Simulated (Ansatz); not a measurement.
# Au: biaxial strain +2.00 %, plane normal [001], relaxed out of plane

Base system: Au in the fcc (Cu type) structure (space group Fm-3m, No. 225; a = 4.0830 Å; relaxed with 0.1 eV smearing). Axes: x, y, z lie along the cube axes.

It is then changed as follows: biaxial strain +2.00 %, plane normal [001], relaxed out of plane (Cartesian); in-plane vectors clamped, the third vector and the atoms free.

Computed with PBEsol in Ansatz (plane waves to 420 eV, PAW, without spin-orbit coupling). k-mesh 28×28×28 (Γ-centred); smearing 0.1 eV (Fermi–Dirac).

- Volume per atom = 17.09 Å³ (base 17.02 Å³)
- Space group = I4/mmm (No. 139) (base Fm-3m (No. 225))
- Shortest interatomic distance = 2.867 Å (base 2.887 Å)
- Energy relative to the base (free energy F) = +2.7 meV/atom
- Pressure (mean of the normal stresses, compression positive) = -0.7 GPa (base 0.0 GPa)
- Band gap = zero (base zero)
- Out-of-plane strain = -3.45 %
- Ratio −ε⊥/ε∥ = 1.72
- Mean in-plane stress (compression positive) = -1.0 GPa

Cost of the whole job for the changed cell (relaxation, final SCF and bands): roughly 60 core-seconds.

Whether these cells are dynamically stable was not tested.

Ansatz is a program for electronic structure.
